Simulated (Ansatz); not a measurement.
Start from HfSi$_{2}$ (space group Cmcm, No. 63; a = 3.650 Å, b = 14.350 Å, c = 3.635 Å). Axes: x, y, z lie along a, b, c of the conventional cell.

Calculations: PBEsol/PAW in Ansatz (a program for electronic structure), without spin-orbit coupling.

For the base:

| Item | Result |
|---|---|
| Pressure | 0.0 GPa |
| Shortest interatomic distance | 2.412 Å |
| Band gap | zero |

The change: the cell is stretched by 0.76 % along z with no lateral relaxation, atoms relaxed at fixed cell.

Task: How does this affect the pressure, shortest interatomic distance, energy relative to the base and band gap?

Result: The pressure (mean of the normal stresses, compression positive) goes from zero to -1.2 GPa; the shortest interatomic distance increases by 0.009 Å (2.412 Å → 2.421 Å); the energy increases by 0.8 meV/atom; the band gap is still zero.

Without a gap, meshes like the base's 13×13×13 leave anisotropic stresses uncertain by several tenths of a GPa, and small strain energies with them. The cells carry an imposed strain or load. Whether these cells are dynamically stable was not tested. The final runs are not spin-polarised.
